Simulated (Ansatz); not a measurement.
A 16-atom cell of (Zr,Ta)C started in the rock salt structure, site fractions Zr 0.125, Ta 0.875, short-range order -0.14 in the first shell of the mixed sites (0 is random, a negative value favours unlike neighbours), space group Fm-3m at the end, an ordered arrangement that its symmetry holds. The mixed sublattice has 8 sites.

The mixing enthalpy is taken against the end members in the rock salt type, relaxed in the same cell and mesh.

Method: PBE (plane waves to 420 eV, PAW; Ansatz, a quantum-chemistry and plane-wave program). Scalar-relativistic, without spin–orbit coupling; the runs are not spin-polarised. Its k-point mesh 5×5×5, Fermi–Dirac width 0.05 eV.

```tsv
cell	energy at zero smearing (eV)
ZrC	-35491.949
TaC	-81475.167
Ta7ZrC8	-75727.393
```

### Question
Work out the mixing enthalpy per mixed site and the interaction parameter Ω of a regular solution.

### Answer
With x = 7/8 of the second end member, ΔH = [-75727.393 − 1/8 × (-35491.949) − 7/8 × (-81475.167)] / 8 = -16 meV against the separate end members. Ω = ΔH / x(1 − x) = -146 meV.
